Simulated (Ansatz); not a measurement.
The reference is Hf in the hcp (Mg type) structure (space group P6_3/mmc, No. 194).

```cif
data_Hf2
_chemical_formula_sum 'Hf2'
_space_group_name_H-M_alt 'P 1'
_space_group_IT_number 1
_cell_length_a 3.20423
_cell_length_b 3.20423
_cell_length_c 5.06913
_cell_angle_alpha 90.000
_cell_angle_beta 90.000
_cell_angle_gamma 120.000
loop_
_space_group_symop_operation_xyz
  'x, y, z'
loop_
_atom_site_label
_atom_site_type_symbol
_atom_site_fract_x
_atom_site_fract_y
_atom_site_fract_z
_atom_site_occupancy
Hf1 Hf 0.33333 0.66667 0.75000 1
Hf2 Hf 0.66667 0.33333 0.25000 1
```

The values are results of PBE (Ansatz, a quantum-chemistry and plane-wave program; PAW; 420 eV plane waves; no SOC), not measurements.

For the base:

```
Property                  Value
-------------------  ----------
Lattice parameter a  6.055 bohr
Band gap                   zero
```

The change: hydrostatic tension (pressure −1 GPa).

Problem. What does the calculation give for the lattice parameter a and band gap after the change?

Solution. The lattice parameter a rises by 0.020 bohr to 6.075 bohr; the band gap is still zero.

Load acts through the strain it causes; cell and atoms are relaxed under it. Whether these cells are dynamically stable was not tested. The final runs are not spin-polarised.
